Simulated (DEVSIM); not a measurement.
Structure: abrupt GaAs p-n junction, at 450 K.

Layer 1 from the left is GaAs, thickness (μm) 2.80, Na (cm⁻³) 1.7e16, τn (s) 2.9e-8, τp (s) 2.9e-8. Layer 2 from the left is GaAs, thickness (μm) 2.60, Nd (cm⁻³) 1.1e17, τn (s) 2.9e-8, τp (s) 2.9e-8.

Left contact: ohmic. Right contact: ohmic. Voltage is applied to the left contact. Recombination: SRH at mid-gap, radiative. Mobility is μmin + (μ − μmin)/(1 + (N/Nref)^α).

Constants are typed, rounded textbook-type inputs, not results; the design itself was drawn at random and stands for no fabricated device. Values at 300 K; Nc and Nv go as T^1.5, mobilities as T to minus their exponent, the gap by Varshni's rule with the affinity fixed.

GaAs: gap (eV) 1.424, affinity (eV) 4.07, permittivity 12.9, Nc (cm⁻³) 4.7e17, Nv (cm⁻³) 9e18, μn (cm²/Vs) 8500, μp (cm²/Vs) 400, μn,min 500, μp,min 20, Nref,n 6e16, Nref,p 1.5e17, αn 0.39, αp 0.38, T exponent of μn 2.1, T exponent of μp 2.2, B (cm³/s) 2e-10, Varshni α (eV/K) 0.000541, Varshni β (K) 204.

Model (solved in DEVSIM): 1D drift-diffusion, Boltzmann statistics, complete ionisation; no tunnelling, impact ionisation, image-force lowering or self-heating.

Dark forward current:

```
|V| (V)  |J| (A/cm²)
-------  -----------
0.05        9.106e-7
0.10        2.737e-6
0.15        6.829e-6
0.20        1.692e-5
0.25        4.426e-5
0.30       0.0001251
0.35       0.0003813
0.40        0.001236
0.45        0.004184
0.50         0.01455
0.55         0.05144
0.60          0.1835
0.65          0.6579
0.70           2.362
0.75           8.451
0.80           29.81
0.85           100.6
0.90           306.2
0.95           788.8
1.00            1686
1.05            3063
```

### Question
Work out the local ideality factor n = ΔV / (kT/q · ln(J2/J1)) between the rows 0.20 and 0.25 V, 0.65 and 0.70 V, 1.00 and 1.05 V.

### Answer
kT/q = 38.78 mV. From 0.20 to 0.25 V: ln(4.426e-5/1.692e-5) = 0.962, n = 1.34. From 0.65 to 0.70 V: ln(2.362/0.6579) = 1.278, n = 1.01, near the 1 of diffusion or emission over a barrier. From 1.00 to 1.05 V: ln(3063/1686) = 0.597, n = 2.16.

### Question
Estimate the current at 0.60 V from the Shockley equation with J0 = Σ q ni² D/(N L) coth(W/L), τ joining the SRH, radiative and Auger lifetimes that are on, and W taken as the whole layer.

### Answer
ni² = 1.00e22 cm⁻⁶; electrons in the p layer: μ = 2330 cm²/Vs, D = 90.4 cm²/s, τ = 2.64e-8 s, L = 15.5 μm, W/L = 0.18, term 3.09e-8 A/cm²; holes in the n layer: μ = 90.6 cm²/Vs, D = 3.52 cm²/s, τ = 1.77e-8 s, L = 2.49 μm, W/L = 1.0, term 2.64e-10 A/cm². J0 = 3.11e-8 A/cm², and J = J0 exp(qV/kT) = 0.163 A/cm². The simulation gives 0.183 A/cm²; the estimate lies 11 % below. The estimate leaves out recombination in the depletion region and that region's share of W.
